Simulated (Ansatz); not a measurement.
Input and output of a relaxation of the atoms for P (Imma, 2 atoms in the cell) (Ansatz, a quantum-chemistry and plane-wave program).

Method of the run: LDA (PW92), default PAW files made with PBE (plane waves; Ansatz).

The change in words: one atom moved by 0.15 angstrom; relax: default → atoms; relax.f_tol: default → 0.05 eV/Å. Reference geometry:
```
CELL_PARAMETERS angstrom
     -1.69659     2.52271     1.86452
      1.69659    -2.52271     1.86452
      1.69659     2.52271    -1.86452
ATOMIC_POSITIONS crystal
  P  0.80331 0.05331 0.75000
  P  0.19669 0.94669 0.25000
```

Reference input (self-consistent single point, DFT, LDA (PW92), plane waves, default PAW files made with PBE): basis.ecutwfc = 420 eV; kpoints.mp_grid.grid = 13 13 13; hamiltonian.xc = lda; hamiltonian.pseudopotentials = {kind: paw} (the program's default PAW files); scf.occupations.method = gaussian; scf.occupations.width = 0.1 eV. This run's input differs from it in these lines:

```diff
@@ -6,3 +6,3 @@
   atoms:
-    - { symbol: P, position_ang: [0.000000, 3.784065, 0.198795] }
+    - { symbol: P, position_ang: [-0.000000, 3.784065, 0.348796] }
     - { symbol: P, position_ang: [1.696585, -1.261355, 1.665727] }
@@ -17,2 +17,4 @@
   occupations: { method: gaussian, width: 0.1 }
+relax:
+  f_tol: 0.05
 output:
```

The program printed (abridged):

```
   [... SCF lines of the steps left out ...]
relax step   1: F+E_penalty+E_count = -1451.80529666 eV  Δ(F+E_penalty+E_count) = +0.000e0 eV  max|allowed force component| = 1.911e0 eV/Å  Δτ_max = 0.0000 Å  (6 SCF iters, dr2 threshold 6.25e-5 eV, accepted)
relax step   2: F+E_penalty+E_count = -1451.94072813 eV  Δ(F+E_penalty+E_count) = -1.354e-1 eV  max|allowed force component| = 7.196e-1 eV/Å  Δτ_max = 0.0519 Å  (6 SCF iters, dr2 threshold 1.00e-4 eV, accepted)
relax step   3: F+E_penalty+E_count = -1451.96600148 eV  Δ(F+E_penalty+E_count) = -2.527e-2 eV  max|allowed force component| = 9.467e-2 eV/Å  Δτ_max = 0.0317 Å  (6 SCF iters, dr2 threshold 3.24e-5 eV, accepted)
relax step   4: F+E_penalty+E_count = -1451.96649549 eV  Δ(F+E_penalty+E_count) = -4.940e-4 eV  max|allowed force component| = 6.645e-3 eV/Å  Δτ_max = 0.0049 Å  (6 SCF iters, accepted)
the relaxation is at rest under the 8 symmetry operations that the run kept from its start: a minimum is not shown …
Free energy (F): -1451.966495 eV
Internal energy: -1451.965655 eV  (E = F + TS)
E sigma→0 (E₀):  -1451.966075 eV
Entropy (-TS):   -0.000841 eV (-0.420 meV/atom)
Fermi energy:    9.917561 eV
--- Forces (eV/Å), atoms counted from 1 ---
  atom   1  P      0.00000000     0.00000000    -0.00664510
  atom   2  P      0.00000000     0.00000000     0.00664510
--- Stress (GPa, compression-positive) ---
       -3.026426       0.000000       0.000000
        0.000000      -4.089708       0.000000
        0.000000       0.000000      -4.432564
  P = ⅓ Tr σ = -3.8496 GPa (-38.496 kbar)
   [... lines left out ...]
--- Relaxed structure (4 steps of the walk, 4 accepted, 0 SCFs on fresh bases) ---
  F+E_penalty+E_count = -1451.96649549 eV   max|allowed force component| = 6.645e-3 eV/Å
  atoms:
    - { symbol: P, position: [0.8198063816713025, 0.06980638167130246, 0.7500000000000002] }
    - { symbol: P, position: [0.22041867332938958, 0.9704186733293896, 0.24999999999999994] }
```

The run converged.  The full log also holds: “iter 5 did not close the SCF: its close was put off for the readings that it lacked (scf_convergence_deferred on its scf_iter line)”. The full log also holds: “iter 4 did not close the SCF: its close was put off for the readings that it lacked (scf_convergence_deferred on its scf_iter line)”.

Summary of the result:
| Item | Result |
|---|---|
| Free energy E − TS (on the zero of these files) | -1451.9665 eV |
| Fermi level (on the code's own zero) | 9.92 eV |
| Pressure | -3.85 GPa |
| Largest force (vector length) | 0.007 eV/Å |
| Relaxation steps | 4 |

The starting cell comes from a database of computed structures (which also holds hypothetical and non-ambient phases and stackings), without a prior relaxation at this level. Its lattice was rescaled by up to half a per cent. For this run, on top of that: one atom moved by 0.15 angstrom. The relaxation keeps the symmetry of its start, so its end need not be a minimum. Ansatz's pressure includes its estimate of the finite-basis (Pulay) stress.

Keys are those of Ansatz 0.2.
